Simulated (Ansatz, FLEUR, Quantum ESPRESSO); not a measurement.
One structure in several programs: LaCo₅ (P6/mmm, 6 atoms in the cell)

Self-consistent single point.

```
LaCo5
1.0
    5.02268     0.00000     0.00000
   -2.51134     4.34977     0.00000
    0.00000     0.00000     3.96039
La Co
1 5
Direct
  0.00000   0.00000   0.00000
  0.33333   0.66667   0.00000
  0.66667   0.33333   0.00000
  0.50000   0.00000   0.50000
  0.50000   0.50000   0.50000
  0.00000   0.50000   0.50000
```
Moments meant for the start (each program seeds them in its own way; μB, in the order of the atoms La Co Co Co Co Co): 0.0 3.0 3.0 3.0 3.0 3.0.

Shared settings, as Ansatz (a program for electronic structure) writes them: kpoints.mp_grid.grid = 5 5 6; scf.occupations.method = fermi_dirac; scf.occupations.width = 0.05 eV. Potentials and cutoffs stand in the table.

| code | model | pressure (GPa) | size of the net moment (μB/atom) | cutoff |
|---|---|---|---|---|
| Quantum ESPRESSO | PBEsol, SSSP 1.1.2 efficiency (PBE) pseudopotentials | -6.43 | 1.16 | 50 Ry |
| FLEUR | PBEsol, all-electron FLAPW (FLEUR), scalar-relativistic valence | – | 1.13 | Kmax 3.8 1/bohr |
| Ansatz | PBEsol, PAW files made with PBE | -6.32 | 1.13 | default |

A dash marks a value that a program does not give, or that is left out as unsure.

On Ansatz's run: the magnetic order is the one reached from the typed start; others were not searched systematically.

The spread over the programs that give each value: pressure within 0.11 GPa; size of the net moment within 0.03 μB/atom.

FLEUR treats all electrons, but the usual bases taken here (sphere radii, linearisation, local orbitals, empty states) were not tested for convergence, so the values are no reference for the others. Ansatz's pressure is given at a fixed set of plane waves, as the other plane-wave codes print theirs; with its correction for the finite basis it is -6.23 GPa.

The starting cell comes from a database of computed structures (which also holds hypothetical and non-ambient phases and stackings), without a prior relaxation at this level.

Keys are those of Ansatz 0.2.
